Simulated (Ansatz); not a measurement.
A self-consistent single point of TlCuO2 (R-3m, 4 atoms in the cell) with Ansatz (a quantum-chemistry and plane-wave program)

Method: LDA (PW92), default PAW files made with PBE (plane waves; Ansatz).

Input as run:

Ansatz 0.2 input:
```yaml
# TlCuO2
crystal:
  lattice:
    - [1.801751, 1.040242, 6.020585]
    - [-1.801751, 1.040242, 6.020585]
    - [0.000000, -2.080484, 6.020585]
  atoms:
    - { symbol: Tl, position_ang: [0.000000, 0.000000, 0.000000] }
    - { symbol: Cu, position_ang: [0.000000, 0.000000, 9.030877] }
    - { symbol: O, position_ang: [-0.000000, 0.000000, 7.171113] }
    - { symbol: O, position_ang: [0.000000, -0.000000, 10.890642] }
kpoints:
  mp_grid:
    grid: [14, 14, 14]
hamiltonian:
  xc: lda
  pseudopotentials:
    kind: paw
scf:
  occupations:
    method: methfessel_paxton
    width: 0.0037 Ry
output:
  forces: true
  eigenvalues: true
  stress: true
```

Log, with long lists cut:

```
WARN basis.ecutwfc = 420 eV, the default
WARN ansatz: RAYON_NUM_THREADS=1 ignored (pool sized by the plan → 1); use --threads N
basis.fft_grid_basis auto: the FFT boxes are laid along the combinations [[1, 0, -1], [0, 1, -1], [0, 0, 1]] of the cell's own vectors, 3.604, 3.604 and 6.370 …
Pseudopotentials: kind: paw
Pseudopotential: Tl, paw, valence charge 13
Pseudopotential: Cu, paw, valence charge 19
Pseudopotential: O, paw, valence charge 6
Crystal: 4 atoms, lattice volume = 67.705 Å³
Basis set: ecut = 420 eV, 1299 PW (Γ), FFT grids on a1−a3, a2−a3, a3
Bands: 27, of which v1, the nominal top of the filled ones, is band 22 counted from 1 (21 counted from 0)
Symmetry: 12 space group operations
Space group: R-3m (ITA 166), of the structure as read, at distance tolerance 4.1e-5 Å
k-points: 288 of 2744
PAW frozen core: Tl, regenerated for the run's functional, and the local potential with it
PAW frozen core: Cu, regenerated for the run's functional, and the local potential with it
PAW frozen core: O, regenerated for the run's functional, and the local potential with it
Initial density: superposition of atomic densities (neutral atoms: chi_scale 0, normalization atom), corrected by the library's trained network
Initial wavefunctions: pseudopotential atomic-orbital guess
Eigensolver: davidson
Functional: x = slater, c = lda
SCF iter   1: F=—  HF=-18809.672136 eV  |F-HF|=—  |Δ(HF+E_count)|=         —  Δρ=1.86e-2  dr2=2.19e-1  ethr=1.77e-3  ⟨swp⟩=5.9  Hψ=32574  notcnv=0
all-band conjugate gradients solve this SCF's bands
preconditioner: auto → LDOS
SCF iter   2: F=—  HF=-18809.726597 eV  |F-HF|=—  |Δ(HF+E_count)|=   5.45e-2  S|Δr|=    0.00e0  Δρ=3.45e-2  dr2=5.00e-1  ethr=4.97e-4  ⟨swp⟩=2.1  Hψ=17336  notcnv=0  defer=255  recentre
SCF iter   3: F=—  HF=-18809.625259 eV  |F-HF|=—  |Δ(HF+E_count)|=   1.01e-1  S|Δr|=    0.00e0  Δρ=5.92e-3  dr2=3.20e-2  ethr=4.97e-4  ⟨swp⟩=2.4  Hψ=14662  notcnv=0  defer=257
SCF iter   4: F=—  HF=-18809.622009 eV  |F-HF|=—  |Δ(HF+E_count)|=   3.25e-3  S|Δr|=    0.00e0  Δρ=7.62e-3  dr2=2.81e-2  ethr=7.27e-5  ⟨swp⟩=2.0  Hψ=12798  notcnv=0  defer=257
SCF iter   5: F=—  HF=-18809.618316 eV  |F-HF|=—  |Δ(HF+E_count)|=   3.69e-3  S|Δr|=    0.00e0  Δρ=2.43e-3  dr2=2.67e-3  ethr=6.38e-5  ⟨swp⟩=2.0  Hψ=9225  notcnv=0  defer=257
SCF iter   6: F=—  HF=-18809.618202 eV  |F-HF|=—  |Δ(HF+E_count)|=   1.14e-4  S|Δr|=    0.00e0  Δρ=1.59e-3  dr2=1.71e-3  ethr=6.06e-6  ⟨swp⟩=1.0  Hψ=7586  notcnv=0  defer=257
SCF iter   7: F=—  HF=-18809.617972 eV  |F-HF|=—  |Δ(HF+E_count)|=   2.30e-4  S|Δr|=    0.00e0  Δρ=2.56e-4  dr2=4.00e-5  ethr=3.89e-6  ⟨swp⟩=1.0  Hψ=7518  notcnv=0  defer=257
SCF iter   8: F=—  HF=-18809.617967 eV  |F-HF|=—  |Δ(HF+E_count)|=   5.14e-6  S|Δr|=    0.00e0  Δρ=2.66e-5  dr2=4.09e-7  ethr=9.09e-8  ⟨swp⟩=2.1  Hψ=9501  notcnv=0  defer=257
SCF iter   9: F=-18809.617967 eV  HF=-18809.617967 eV  |F-HF|=7.08e-9  |Δ(HF+E_count)|=   2.80e-8  S|Δr|=    0.00e0  Δρ=5.76e-6  dr2=1.35e-8  ethr=2.27e-10  ⟨swp⟩=8.2  Hψ=33231  notcnv=0
SCF 1 converged in 9 iterations: F = -18809.617967 eV  dr2 = 1.35e-8
SCF converged after 9 iterations
Stability not checked (fill_not_monotonic)
Free energy (F): -18809.617967 eV
Harris-Foulkes:  -18809.617967 eV  (|F-HF|=7.08e-9)
Internal energy: -18809.618021 eV  (E = F + TS)
E sigma→0 (E₀):  -18809.617980 eV
Entropy (-TS):   0.000054 eV (0.013 meV/atom)
Fermi energy:    6.451300 eV
--- Per-component energies (eV) ---
  E_band       = -564.575063
  E_kinetic    = 977.356337
  E_local      = -7225.658225  (includes V_loc(G=0)·N_el)
  E_nonlocal   = 820.980313
  E_hartree    = 3056.637407
  E_xc         = -453.910343
  E_vxc        = -433.829495  (∫ρ·V_xc dr)
  E_paw        = -11765.393967  (= ΣΔE_a)
  E_vpaw       = -816.713955  (= ΣTr[D̂ρ^β])
  E_aug_tail   = 0.005028  (compensation charges beyond the density's cutoff)
  E_ewald      = -4220.136513
  E_core_change = 0.501942  (= ΣΔE_core)
  E_smearing   = 0.000054  (= −TS)
  E_closure    = 0.000000  (closes the sum)
  Σ components = -18809.617967   (vs F -18809.617967, Δ=0.00e0)
--- Forces (eV/Å), atoms counted from 1 ---
  atom   1  Tl    -0.00000000     0.00000000     0.00000000
  atom   2  Cu    -0.00000000     0.00000000     0.00000000
  atom   3  O      0.00000000     0.00000000     0.57934257
  atom   4  O     -0.00000000    -0.00000000    -0.57934257
  max |Σ_I F_I| component: 4.63e-18 eV/Å
--- Stress (GPa, compression-positive) ---
       -9.456511       0.000000       0.000000
        0.000000      -9.456511      -0.000000
        0.000000      -0.000000     -18.670279
  P = ⅓ Tr σ = -12.5278 GPa (-125.278 kbar)
  The stress holds the Pulay correction. Without it, at fixed plane waves, as pw.x and ABINIT print it: P = -13.0540 GPa
--- Band table (eV; the first three rows and the last of 288) ---
  k-point 0: bands = ["-103.7391", "-61.7747", "-61.4645", "-61.4645", "-11.3011", "-10.4181", "-3.9797", "-3.9797", "-3.9074", "-3.5393", "-3.5393", "0.2916", "3.7863", "4.1082", "4.1082", "4.1780", "4.1780", "4.4562", "5.4460", "5.4460", "5.4609", [...]
  k-point 1: bands = ["-103.7391", "-61.7747", "-61.4645", "-61.4645", "-11.2774", "-10.4290", "-3.9614", "-3.9545", "-3.8901", "-3.5433", "-3.5420", "0.2858", "3.7118", "3.8502", "3.9458", "4.0454", "4.3219", "4.7159", "5.4408", "5.4571", "5.6859", [...]
  k-point 2: bands = ["-103.7391", "-61.7747", "-61.4646", "-61.4645", "-11.2099", "-10.4595", "-3.9123", "-3.8963", "-3.8336", "-3.5487", "-3.5464", "0.2721", "3.1917", "3.7359", "3.8090", "3.9054", "4.4782", "4.9354", "5.4312", "5.4883", "6.1577", [...]
  k-point 287: bands = ["-103.7391", "-61.7747", "-61.4645", "-61.4645", "-11.1459", "-10.6175", "-3.9776", "-3.9776", "-3.8581", "-3.5387", "-3.5387", "1.0718", "2.1454", "3.5907", "3.5907", "4.4829", "4.9566", "4.9566", "5.4431", "5.4431", [...]
```

The run converged in 9 iterations.

The starting cell comes from a database of computed structures (which also holds hypothetical and non-ambient phases and stackings), without a prior relaxation at this level. Its lattice was rescaled by a random factor within 2.5 % of one. Spin-orbit coupling is off. Spin polarisation is off, so a magnetic state, if there is one, cannot be reached. With a pressure of about -13 GPa the cell is away from its equilibrium volume at this level. Ansatz's pressure includes its estimate of the finite-basis (Pulay) stress. Without the estimate this run gives -13.05 GPa. The run gives no clean gap (levels at the Fermi energy touch, overlap or are partly filled at this smearing), which alone does not show that the compound is a metal.
